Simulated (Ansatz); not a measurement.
A relaxation of the atoms of TiO2 (Pbca, 24 atoms in the cell) with Ansatz (an electronic-structure program).

Computed with PBE, PAW files (plane waves; Ansatz).

```xyz
24
Lattice="5.0374 0.0000 0.0000 0.0000 8.9947 0.0000 0.0000 0.0000 5.3407" Properties=species:S:1:pos:R:3 pbc="T T T"
Ti     0.6947     3.3373     2.1500
Ti     4.3427     5.6574     3.1906
Ti     1.8240     5.6574     4.8204
Ti     3.2134     3.3373     0.5203
Ti     3.2134     1.1600     3.1906
Ti     1.8240     7.8346     2.1500
Ti     4.3427     7.8346     0.5203
Ti     0.6947     1.1600     4.8204
O      2.3409     2.4260     2.0828
O      2.6965     6.5687     3.2579
O      0.1778     6.5687     4.7531
O      4.8596     2.4260     0.5875
O      4.8596     2.0714     3.2579
O      0.1778     6.9233     2.0828
O      2.6965     6.9233     0.5875
O      2.3409     2.0714     4.7531
O      4.1137     0.0943     4.5459
O      0.9237     8.9004     0.7947
O      3.4424     8.9004     1.8756
O      1.5950     0.0943     3.4651
O      1.5950     4.4031     0.7947
O      3.4424     4.5916     4.5459
O      0.9237     4.5916     3.4651
O      4.1137     4.4031     1.8756
```

Reference input (self-consistent single point, DFT, PBE, plane waves, PAW files): kpoints.mp_grid.grid = 3 2 3; hamiltonian.xc = pbe; hamiltonian.pseudopotentials = {kind: paw} (the program's default PAW files); scf.occupations.method = fixed. This run's input differs from it in these lines:

```diff
@@ -38,2 +38,3 @@
   occupations: { method: fixed }
+relax: {}
 output:
```

Output, abridged:

```
   [... SCF lines of the steps left out ...]
relax step   1: F+E_penalty+E_count = -29108.37331032 eV  Δ(F+E_penalty+E_count) = +0.000e0 eV  max|allowed force component| = 4.101e-1 eV/Å  Δτ_max = 0.0000 Å  (9 SCF iters, dr2 threshold 2.50e-6 eV, accepted)
relax step   2: F+E_penalty+E_count = -29108.43554403 eV  Δ(F+E_penalty+E_count) = -6.223e-2 eV  max|allowed force component| = 1.930e-1 eV/Å  Δτ_max = 0.0215 Å  (6 SCF iters, dr2 threshold 1.05e-5 eV, accepted)
relax step   3: F+E_penalty+E_count = -29108.46130498 eV  Δ(F+E_penalty+E_count) = -2.576e-2 eV  max|allowed force component| = 8.218e-2 eV/Å  Δτ_max = 0.0199 Å  (7 SCF iters, dr2 threshold 2.33e-6 eV, accepted)
relax step   4: F+E_penalty+E_count = -29108.46452954 eV  Δ(F+E_penalty+E_count) = -3.225e-3 eV  max|allowed force component| = 6.392e-2 eV/Å  Δτ_max = 0.0059 Å  (6 SCF iters, dr2 threshold 1.23e-6 eV, accepted)
relax step   5: F+E_penalty+E_count = -29108.46736463 eV  Δ(F+E_penalty+E_count) = -2.835e-3 eV  max|allowed force component| = 1.359e-2 eV/Å  Δτ_max = 0.0105 Å  (6 SCF iters, dr2 threshold 7.41e-7 eV, accepted)
relax step   6: F+E_penalty+E_count = -29108.46749217 eV  Δ(F+E_penalty+E_count) = -1.275e-4 eV  max|allowed force component| = 3.207e-3 eV/Å  Δτ_max = 0.0025 Å  (5 SCF iters, accepted)
the relaxation is at rest under the 8 symmetry operations that the run kept from its start: a minimum is not shown …
Stability not checked: this state was not tested for a lower state beside it, because too few of the mixer's solves of this state at the end of the SCF gave a …
Free energy (F): -29108.467492 eV
Internal energy: -29108.467492 eV  (E = F + TS)
E sigma→0 (E₀):  -29108.467492 eV
Fermi energy:    9.129751 eV
--- Forces (eV/Å), atoms counted from 1 ---
  atom   1  Ti     0.00066396    -0.00316818    -0.00005910
  atom   2  Ti    -0.00066396     0.00316818     0.00005910
   [... lines left out ...]
    - { symbol: O, position: [0.30990620964425797, 0.49194618562581616, 0.15109313905258603] }
    - { symbol: O, position: [0.690093790355742, 0.5080538143741838, 0.8489068609474141] }
    - { symbol: O, position: [0.19009379035574198, 0.5080538143741838, 0.6510931390525861] }
    - { symbol: O, position: [0.8099062096442577, 0.49194618562581616, 0.34890686094741397] }
```

The run converged. 

Summary of the result:
- Free energy E − TS (on the zero of these files) = -29108.4675 eV
- Top of the valence band (on the code's own zero) = 9.13 eV
- Gap on the k-point mesh = 2.36 eV
- Pressure = 19.85 GPa
- Largest force (vector length) = 0.004 eV/Å
- Relaxation steps = 6

The starting cell comes from a database of computed structures (which also holds hypothetical and non-ambient phases and stackings), without a prior relaxation at this level. Its lattice was rescaled by a random factor within 2.5 % of one. The relaxation keeps the symmetry of its start, so its end need not be a minimum. Ansatz's pressure includes its estimate of the finite-basis (Pulay) stress.

Cost on one core of a shared machine: roughly 80 s.

Keys are those of Ansatz 0.2.
